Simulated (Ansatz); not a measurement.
Consider SnTe in the rock salt structure (space group Fm-3m, No. 225; a = 6.370 Å). Axes: x, y, z lie along the cube axes.

Structures relaxed with Ansatz (a program for electronic structure), r2SCAN, PAW, cutoff 500 eV, no SOC.

Base:

Simulated powder pattern, Co Kα, λ = 1.79026 Å (kinematic, ideal powder, no thermal factors, no anomalous dispersion; the 8 strongest lines at most, above 2 %, up to 2θ = 90°):

```
2θ (°)  I/Imax (%)    hkl
------  ----------  -----
32.65          100  (200)
46.84           74  (220)
58.26           26  (222)
68.41           12  (400)
77.87           34  (420)
87.02           27  (422)
```

After one change:

Simulated powder pattern, Co Kα, λ = 1.79026 Å (kinematic, ideal powder, no thermal factors, no anomalous dispersion; the 8 strongest lines at most, above 2 %, up to 2θ = 90°):

| 2θ (°) | I/Imax (%) |
|---|---|
| 32.31 | 51 |
| 32.65 | 100 |
| 46.60 | 75 |
| 46.84 | 37 |
| 58.05 | 40 |
| 77.14 | 18 |
| 77.69 | 17 |
| 86.84 | 27 |

Problem. What was done to the base?
(A) uniaxial strain ε_zz = +1.00 %
(B) uniaxial strain ε_zz = +1.50 %
(C) uniaxial strain ε_zz = +2.00 %
(D) uniaxial strain ε_zz = +2.50 %

Solution. A, uniaxial strain ε_zz = +1.00 %. Its volume per atom is 32.63 Å³ against 32.30 Å³, and its space group is I4/mmm (No. 139).

Stability against distortions was not tested.
